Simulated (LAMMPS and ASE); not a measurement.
Interatomic potentials scored against PBE on 6 thermal frames of AlLi3 melt or glass, 64 atoms, from CHGNet MD at 720 K and 0 GPa (started from the melt; by its diffusion the run was liquid).

Reference: DFT, PBE, plane waves, Ansatz's default PAW set, run with Ansatz at one k-point, whose own sampling error enters the misses (most for metals); rms force 0.42 eV/Å, static pressure -0.6 GPa, which carries the basis error of a finite cutoff. Potentials ran in LAMMPS and ASE. The frames were drawn by MD with CHGNet 0.3.0, so they lie where that potential goes, which can favour it. The MPtrj networks were trained on PBE and PBE+U, and their training set holds relaxations of crystals, many of these compositions among them. Potentials trained on another functional, or fitted to measurement, also carry the gap between that and the reference.

- SevenNet-0: SevenNet-0, trained on MPtrj
- CHGNet r2SCAN: CHGNet transfer-learned on r2SCAN data
- CHGNet 0.3.0: CHGNet 0.3.0, trained on MPtrj (PBE and PBE+U)
- SevenNet-l3i5: SevenNet-l3i5, trained on MPtrj

| potential | force RMSE (eV/Å) | RMSE over rms force | force correlation | relative energy RMSE (meV/atom) | static pressure miss (GPa) |
|---|---|---|---|---|---|
| SevenNet-l3i5 | 0.090 | 0.22 | 0.98 | 3.5 | +0.1 |
| SevenNet-0 | 0.096 | 0.23 | 0.98 | 3.6 | +0.0 |
| CHGNet 0.3.0 | 0.12 | 0.29 | 0.96 | 5.3 | -0.2 |
| CHGNet r2SCAN | 0.22 | 0.52 | 0.91 | 6.9 | -0.6 |
